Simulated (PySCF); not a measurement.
PySCF 2.14.0, unrestricted PBE/def2-tzvp, df: Cu(Cl)(OMe) (C[O][Cu][Cl]), charge 0, multiplicity 2, 7 atoms. The geometry is a generated start, not checked to be a minimum at this level.

- task: energy
- method: pbe
- basis: def2-tzvp
- two-electron scheme: density fitting
- mol.max_memory: 3000 MB
- mf.max_cycle: 100
- mf.conv_tol: 1e-09 (default)
- mf.grids.level: 3 (default)
- basis functions: 162
- grid points: 97144

```xyz
7

Cu     0.4305     1.4908     0.7342
Cl     0.5512     3.4959     0.7604
O      0.3280    -0.2138     0.6456
C     -0.2130    -1.0251    -0.3307
H      0.2549    -0.8380    -1.3073
H     -0.0609    -2.0747    -0.0559
H     -1.2907    -0.8351    -0.4463
```

Charge 0 and multiplicity 2 are set for this test and not shown to be the ground state.

With the defaults (mf.init_guess = minao, mf.DIIS = CDIIS, mf.level_shift = 0, mf.diis = true, mf.damp = 0, mf.diis_start_cycle = 1, mf.diis_space = 8) it converges in 19 Fock builds. One run each on 2 threads, 1 BLAS thread, with these changes:
- mf.diis_space = 5
- mf.DIIS = EDIIS
- mf.init_guess = huckel
- mf.diis = false
- mf.damp = 0.7, mf.diis_start_cycle = 8
- mf.level_shift = 1 Hartree
- mf.diis = false, mf.damp = 0.7, mf.diis_start_cycle = 999
- mf.DIIS = ADIIS
- mf.init_guess = sap

Question: Which of these changes keep the SCF from converging, or lead it to another solution?

Answer: No convergence: mf.init_guess = sap; mf.DIIS = EDIIS; mf.level_shift = 1 Hartree; mf.diis = false; mf.diis = false, mf.damp = 0.7, mf.diis_start_cycle = 999 (the run ends without SCF convergence in 100 cycles). The rest reach the solution of the defaults.

| setting | Fock builds | end |
|---|---|---|
| the defaults | 19 | same solution |
| mf.init_guess = huckel | 20 | same solution |
| mf.diis_space = 5 | 23 | same solution |
| mf.damp = 0.7, mf.diis_start_cycle = 8 | 27 | same solution |
| mf.DIIS = ADIIS | 38 | same solution |
| mf.init_guess = sap | 22 | no convergence |
| mf.DIIS = EDIIS | 101 | no convergence |
| mf.level_shift = 1 Hartree | 101 | no convergence |
| mf.diis = false | 101 | no convergence |
| mf.diis = false, mf.damp = 0.7, mf.diis_start_cycle = 999 | 101 | no convergence |
